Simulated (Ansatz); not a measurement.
**MoSe2: pressure series**

The parent structure is MoSe2 in the 2H-MoS2 type structure (space group P6_3/mmc, No. 194; a = 3.277 Å, c = 12.731 Å; layered, stacked along the Cartesian z axis).

Cell and atoms are relaxed at each pressure.

Level of theory: plane-wave PAW DFT at the PBE-D3(BJ) level (Ansatz, a program for electronic structure, 420 eV), no SOC, earlier PAW set.

Notes on the quantities. enthalpy: H = E + PV relative to the base's energy.

```
case                   enthalpy  c/a ratio  shortest interatomic distance
----------------  -------------  ---------  -----------------------------
base                          –      3.885                        2.526 Å
pressure −2 GPa   -0.25 eV/atom      4.038                        2.536 Å
pressure −1 GPa   -0.12 eV/atom      3.936                        2.531 Å
pressure 3 GPa    +0.36 eV/atom      3.808                        2.514 Å
pressure 7 GPa    +0.82 eV/atom      3.768                        2.500 Å
pressure 15 GPa   +1.68 eV/atom      3.742                        2.478 Å
pressure 30 GPa   +3.18 eV/atom      3.739                        2.445 Å
pressure 50 GPa   +5.02 eV/atom      3.763                        2.411 Å
pressure 75 GPa   +7.14 eV/atom      3.811                        2.379 Å
pressure 100 GPa  +9.13 eV/atom      3.852                        2.353 Å
```

A case with no gap was solved on a k-mesh chosen for an insulator, which is coarse for it. Load acts through the strain it causes; cell and atoms are relaxed under it. Whether these cells are dynamically stable was not tested. No other phases were tried under pressure. All final runs are without spin polarisation.
